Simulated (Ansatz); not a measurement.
**What pressure 7.5 GPa does to NaCl**

Take NaCl in the rock salt structure (space group Fm-3m, No. 225; a = 5.6955 Å) as the base.

One thing is altered: cell and atoms relaxed at a pressure of 7.5 GPa.

All numbers come from Ansatz (an electronic-structure program) PBE, no spin-orbit coupling. k-mesh 10×10×10 (Γ-centred); smearing 0.05 eV (Fermi–Dirac).

| quantity | base | changed | shift |
|---|---|---|---|
| volume per atom | 23.09 Å³ | 18.92 Å³ | -4.179 Å³ |
| density | 2.10 g/cm³ | 2.57 g/cm³ | +0.464 g/cm³ |
| lattice parameter a | 5.696 Å | 5.329 Å | -0.367 Å |
| band gap | 5.00 eV | 5.85 eV | +0.855 eV |
| gap character | direct at Γ | direct at Γ | – |
| width of the top valence band | 0.71 eV | 1.00 eV | +0.29 eV |
| electron mass | 0.40 mₑ (at Γ) | 0.38 mₑ (at Γ) | – |

Final structure:

```xyz
2
Lattice="0.0000 2.6645 2.6645 2.6645 0.0000 2.6645 2.6645 2.6645 0.0000" Properties=species:S:1:pos:R:3 pbc="T T T"
Na     0.0000     0.0000     0.0000
Cl     2.6645     2.6645     2.6645
```

Cost of the whole job for the changed cell (relaxation, final SCF and bands): about 14 core-seconds (a rough figure).

Load acts through the strain it causes; cell and atoms are relaxed under it. Effective masses come from finite differences of ±0.01 Å⁻¹. Stability against distortions was not tested. No other phases were tried under pressure.
